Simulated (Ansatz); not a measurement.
Amorphous Nb16O42Ti, 59 atoms at 4.22 g/cm³, one PBE-relaxed geometry, zone centre. Methods: PBE, scalar-relativistic without spin-orbit coupling (Ansatz, a first-principles code); r2SCAN, scalar-relativistic without spin-orbit coupling (Ansatz); HSE06, scalar-relativistic without spin-orbit coupling (Ansatz). Plane waves to 420 eV (r2SCAN 500 eV); exact exchange is cut at the cell's faces. All rungs ran without spin polarisation.

It comes from a melt-quench run on a machine-learned potential (CHGNet), relaxed afterwards by DFT. O atoms were pushed apart under 1.9 Å during the dynamics, to hinder bonds among them. The hot cell started wider than the set density and was brought back towards it in steps. It is the lowest in DFT energy of 2 quenches. It is a model cell: composition and starting density were chosen by hand, and all elements were melted together. No dispersion term was used. Its density started from a set value of 4.26 and ended at 4.22 g/cm³. The quench (nominally 210 K/ps over its main leg) was far faster than any real one, so the model tends to hold more defects than a real film. Values belong to this one cell and scatter from quench to quench. The volume was free in the relaxation, at fixed shape. Stress components on the final sampling reach 1.5 GPa. On a 2×2×2 Γ-centred mesh force components of up to 0.14 eV/Å stay, since the relaxation ran on the zone centre alone.

The relaxation ran on the zone centre alone. At PBE the gap is 2.89 eV on a 2×2×2 Γ-centred mesh, and the spacing at the zone centre alone 2.99 eV.

Question: What zone-centre spacing does r2SCAN give, roughly?

Answer: 3.36 eV (+0.37 eV against PBE).

Question: What zone-centre spacing does HSE06 give, roughly?

Answer: 4.39 eV (+1.40 eV against PBE).

The highest filled and the lowest empty state spread over these numbers of atoms (participation numbers): PBE: 18.5 and 23.5; r2SCAN: 9.0 and 22.5; HSE06: 8.3 and 24.5.
